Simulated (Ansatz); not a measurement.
## Ti3Al, response to strain

The parent structure is Ti3Al (space group P6_3/mmc, No. 194; a = 5.747 Å, c = 4.632 Å). Axes: x lies along a and z along c of the hexagonal cell.

Strains are applied to the cell and any free atomic positions relax; under biaxial strain the out-of-plane vector relaxes too; under stress the whole cell relaxes.

Computed with plane-wave PAW DFT at the r2SCAN level (Ansatz, a program for electronic structure, 500 eV), without spin-orbit coupling.

Notes on the quantities. energy relative to the base: free energy F; pressure: mean of the normal stresses, compression positive.

```json
[
 {"variant": "base", "energy relative to the base": "0 meV/atom", "space group": "P6_3/mmc (No. 194)", "volume per atom": "16.56 Å³", "pressure": "0.0 GPa"},
 {"variant": "biaxial strain +0.48 %, plane normal [001], relaxed out of plane", "energy relative to the base": "+0.6 meV/atom", "space group": "P6_3/mmc (No. 194)", "volume per atom": "16.68 Å³", "pressure": "-0.8 GPa"},
 {"variant": "biaxial strain +0.71 %, plane normal [001], relaxed out of plane", "energy relative to the base": "+1.3 meV/atom", "space group": "P6_3/mmc (No. 194)", "volume per atom": "16.73 Å³", "pressure": "-1.2 GPa"},
 {"variant": "biaxial strain +2.13 %, plane normal [001], relaxed out of plane", "energy relative to the base": "+11 meV/atom", "space group": "P6_3/mmc (No. 194)", "volume per atom": "17.07 Å³", "pressure": "-3.3 GPa"},
 {"variant": "biaxial strain +2.51 %, plane normal [001], relaxed out of plane", "energy relative to the base": "+15 meV/atom", "space group": "P6_3/mmc (No. 194)", "volume per atom": "17.15 Å³", "pressure": "-3.8 GPa"},
 {"variant": "biaxial strain +3.09 %, plane normal [001], relaxed out of plane", "energy relative to the base": "+23 meV/atom", "space group": "P6_3/mmc (No. 194)", "volume per atom": "17.29 Å³", "pressure": "-4.5 GPa"},
 {"variant": "isotropic strain −2.87 %", "energy relative to the base": "+50 meV/atom", "space group": "P6_3/mmc (No. 194)", "volume per atom": "15.17 Å³", "pressure": "12.4 GPa"},
 {"variant": "uniaxial strain ε_yy = −4.87 %", "energy relative to the base": "+27 meV/atom", "space group": "Cmcm (No. 63)", "volume per atom": "15.75 Å³", "pressure": "6.6 GPa"},
 {"variant": "uniaxial stress, 8 GPa compression along z", "energy relative to the base": "+16 meV/atom", "space group": "P6_3/mmc (No. 194)", "volume per atom": "16.26 Å³", "pressure": "–"}
]
```

Beyond what the load breaks, stability against distortions was not tested. The final runs are not spin-polarised.
